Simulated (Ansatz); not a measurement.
The reference is Na in the bcc (W type) structure (space group Im-3m, No. 229; a = 4.1707 Å).

Structures relaxed with Ansatz (an electronic-structure program) PBEsol, without spin-orbit coupling.

Base:

Simulated powder pattern, Cu Kα1, λ = 1.54056 Å (kinematic, ideal powder, no thermal factors, no anomalous dispersion; the 10 strongest lines at most, above 2 %, up to 2θ = 90°):

| 2θ (°) | I/Imax (%) | hkl |
|---|---|---|
| 30.28 | 100 | (110) |
| 43.35 | 18 | (200) |
| 53.79 | 35 | (211) |
| 62.98 | 10 | (220) |
| 71.47 | 13 | (310) |
| 79.55 | 3.0 | (222) |
| 87.42 | 14 | (321) |

One thing is altered: cell and atoms relaxed at a pressure of 2.1 GPa.

Question: How do the reflections move or split?

Answer: 
Simulated powder pattern, Cu Kα1, λ = 1.54056 Å (kinematic, ideal powder, no thermal factors, no anomalous dispersion; the 10 strongest lines at most, above 2 %, up to 2θ = 90°):

```
2θ (°)  I/Imax (%)    hkl
------  ----------  -----
32.29          100  (110)
46.32           17  (200)
57.59           33  (211)
67.58          9.4  (220)
76.90           12  (310)
85.87          2.8  (222)
```

The indices refer to the base's conventional cell; one index is shown for lines that coincide.

Load acts through the strain it causes; cell and atoms are relaxed under it. No phonon test of stability was made.
